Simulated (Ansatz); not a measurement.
Structures of equal composition on the (113) surface of diamond: 1 pair of surface atoms bonded, H on 3 of 4 dangling bonds, none on a paired C at depth 0.0 Å; 1 pair of surface atoms bonded, H on 3 of 4 dangling bonds, none on a one-bond C at depth 0.3 Å. The slabs share one bottom face, and each structure is named by its start. These are constructed structures in small cells; real faces may alloy, dewet or reconstruct in larger ones, and not all known structures of the face are among them. Slabs of about 12 Å, Fermi-Dirac smearing of 0.025 eV. Bottom of the slabs: built like the top, H on every dangling bond, free. Relaxed from the named starts with such symmetry as they have, on meshes of like density; energies extrapolated to zero smearing; spin only where a row says so; no spin-orbit coupling, no U. Brackets mark spin-polarised runs, whose order is one that fits the cell. Where a second, spin-polarised start was run, the lower counts.

Calculation: PBE (plane waves to 420 eV, PAW; Ansatz, a first-principles code).

Problem. Order them by energy per 1x1 cell (lowest first) at the level PBE.

Solution. 1 pair of surface atoms bonded, H on 3 of 4 dangling bonds, none on a one-bond C at depth 0.3 Å (0.000 eV [spin, 1.0 μB a cell], gap 1.01 eV on the mesh), 1 pair of surface atoms bonded, H on 3 of 4 dangling bonds, none on a paired C at depth 0.0 Å (0.128 eV [spin, 1.0 μB a cell], gap 0.82 eV on the mesh)
